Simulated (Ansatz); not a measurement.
Base system: BaLiF3 in the cubic perovskite structure (space group Pm-3m, No. 221; a = 3.958 Å; a cell from a computed database, its experimental status unchecked).

One thing is altered: every F is replaced by Br; the structure is relaxed again.

Levels (all Ansatz, a first-principles code, PAW): PBEsol (420 eV, spin-orbit coupling left out); HSE06 (420 eV, without spin-orbit coupling).

The geometry is relaxed with PBEsol.

```
Item              Result
---------------  -------
PBEsol band gap  3.35 eV
```

With HSE06 at the same geometry, the band gap rises by 1.18 eV to 4.53 eV.

Single points use the geometry relaxed with PBEsol. The hybrid gap comes from the SCF mesh plus the semilocal run's edge points and a few special points and is an upper bound. Whether these cells are dynamically stable was not tested. As relaxed here, BaLiBr3 is a hypothetical phase, not in the database extracts checked. Many cubic perovskites are stable only at high temperature; tilts and polar distortions were not tested.
